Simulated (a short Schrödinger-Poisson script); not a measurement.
System: symmetric double-gate stack, SiO2 on p-type Ge(100), at 300 K.

```
layer  material  thickness (nm)  Na (cm⁻³)
-----  --------  --------------  ---------
1          SiO2             2.8          -
2            Ge               4       9e15
3          SiO2             2.8          -
```

The device is made up for the run: typed textbook-type constants, with dimensions and the other settings drawn at random. SiO2: permittivity 3.9, conduction-band edge (eV) 3.1, gap (eV) 9, electron mass (mₑ) 0.5. Ge: permittivity 16, conduction-band edge (eV) 0, gap (eV) 0.664, Nv at 300 K (cm⁻³) 6e18.

Channel valleys (confinement mass, in-plane density-of-states mass, number): L4 0.12, 0.295, 4. At the gates, both at one voltage, the conduction-band edge of layer 1 lies 3.4 eV − eVg above the Fermi level of the channel. Gaps are held at their typed values at every temperature. Mesh 0.03 nm at interfaces.

Solved with a short Schrödinger-Poisson script written for these runs: 1D Poisson equation in equilibrium, electrons quantum, Hartree (BenDaniel-Duke, 12 states a valley, the channel's in-plane mass for all, wave functions free to enter the dielectric), parabolic valleys, classical holes, full ionisation, no traps, pinning or gate leakage.

The same stack at other levels of the model or other numerical settings:

| run | sheet density of all electrons at Vg = 1.7 V (cm⁻²) | sheet density of all electrons at Vg = 0.5 V (cm⁻²) | capacitance of both gates at Vg = 1.7 V (μF/cm²) | rough cost against the base |
|---|---|---|---|---|
| base | 1.79e13 | 1.90e12 | 2.21 | about 1 |
| electrons treated as classical, Boltzmann | 2.03e13 | 3.03e12 | … | 0.07 |
| electrons treated as classical, Fermi-Dirac | 1.94e13 | 2.94e12 | … | 0.2 |
| mesh six times as coarse | 1.78e13 | … | 2.20 | 0.4 |
| one subband a valley | 1.79e13 | 1.90e12 | 2.21 | 0.4 |

Some entries are withheld; supply them.


- electrons treated as classical, Boltzmann, capacitance of both gates at Vg = 1.7 V (μF/cm²): 2.38
- electrons treated as classical, Fermi-Dirac, capacitance of both gates at Vg = 1.7 V (μF/cm²): 2.25
- mesh six times as coarse, sheet density of all electrons at Vg = 0.5 V (cm⁻²): 1.84e12

The classical rows ignore confinement, and Boltzmann statistics overrate the density once the band edge passes the Fermi level.

Only the L valleys are kept; under strong confinement the Δ valleys of Ge fill too.
